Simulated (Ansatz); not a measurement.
The parent structure is Ti in the hcp (Mg type) structure (space group P6_3/mmc, No. 194; a = 2.940 Å, c = 4.654 Å; relaxed with 0.1 eV smearing). Axes: x lies along a and z along c of the hexagonal cell.

Method: PBE (Ansatz, a program for electronic structure, PAW, no spin-orbit coupling).

Before the change:

The shortest interatomic distance is 2.880 Å.

Perturbation: compressive biaxial strain of 1.50 % in the plane normal to [001], as in epitaxy on a mismatched substrate; the out-of-plane cell vector and the atoms relax.

Problem. What happens to the out-of-plane strain?

Solution. The out-of-plane strain comes out as +1.25 %.

Problem. Predict the new in-plane stress.

Solution. The mean in-plane stress (compression positive) is +3.0 GPa.

Problem. How does this affect the shortest interatomic distance?

Solution. The shortest interatomic distance rises by 0.009 Å, from 2.880 Å to 2.889 Å.

No phonon test of stability was made. All final runs are without spin polarisation.
